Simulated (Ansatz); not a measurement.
We consider Mn3O4 (within 0.1 Å of I4₁/amd, No. 141; cell taken from a computed entry), described by PBEsol (Ansatz, a first-principles code, PAW).

Numerical settings: plane-wave cutoff 500 eV, 8×8×8 k mesh, gaussian smearing 0.02 eV, spin-polarised start, scalar-relativistic PAW data made under PBE.

Cell (relaxed at this level):

```
CELL_PARAMETERS angstrom
      5.45549    -2.83388     0.02096
      5.45549     2.83388     0.02096
     -2.94123     0.00000     4.85176
ATOMIC_POSITIONS crystal
  Mn 0.62662 0.62662 0.37920
  Mn 0.37338 0.37338 0.62080
  Mn 0.00000 0.00000 0.00000
  Mn 0.50000 0.00000 0.00000
  Mn 0.00000 0.50000 0.00000
  Mn 0.00000 0.00000 0.50000
  O  0.76817 0.22096 0.24645
  O  0.23183 0.77904 0.75355
  O  0.77904 0.23183 0.75355
  O  0.22096 0.76817 0.24645
  O  0.75716 0.75716 0.78345
  O  0.24284 0.24284 0.21655
  O  0.24496 0.24496 0.76725
  O  0.75504 0.75504 0.23275
```

What does this level give for the band gap?


- band gap: 0.39 eV (on the SCF k mesh)

Note: the magnetic order was assumed, not searched for or taken from measurement; the formula asks for a mixed valence, which symmetry can spread over equal sites; charge order can open a gap.

Computed values are for the static lattice.
